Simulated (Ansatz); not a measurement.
## ZnInGaO₄ (R3m): band-edge transport data

Data:

```xyz
7
Lattice="1.6574 0.9569 8.5835 -1.6574 0.9569 8.5835 0.0000 -1.9138 8.5835" Properties=species:S:1:pos:R:3 pbc="T T T"
Zn     0.0000     0.0000     5.6312
In     0.0000     0.0000     0.0757
Ga     0.0000     0.0000    20.2691
O      0.0000     0.0000     7.5986
O      0.0000     0.0000    18.3148
O      0.0000     0.0000     3.1203
O      0.0000     0.0000    22.2415
```

Calculation: PBEsol, rigid bands (plane waves, PAW, scalar-relativistic; Ansatz, an electronic-structure program). Cell: cell and atoms relaxed with PBEsol.

| Property | Value |
|---|---|
| band gap | 1.17 eV |
| electron conductivity mass (300 K, dilute) | 0.21 (x), 0.21 (y), 0.193 (z) mₑ |
| effective density of states N_c (300 K) | 2.1e18 cm⁻³ |
| density-of-states mass, electrons | 0.194 mₑ |
| Seebeck coefficient, n-type 1e19 cm⁻³, 300 K | -114 μV/K |
| best n-type power factor at 300 K for τ = 10 fs (best axis; densities from 1e16 to 1e21 cm⁻³ tried, whether or not they can be reached) | 1.82 μW/(cm·K²) at 1e19 cm⁻³ |

Rigid bands; masses and Seebeck coefficients take one relaxation time τ for all states and one kind of carrier; polarons and phonon drag are left out. Spin-orbit coupling is left out.
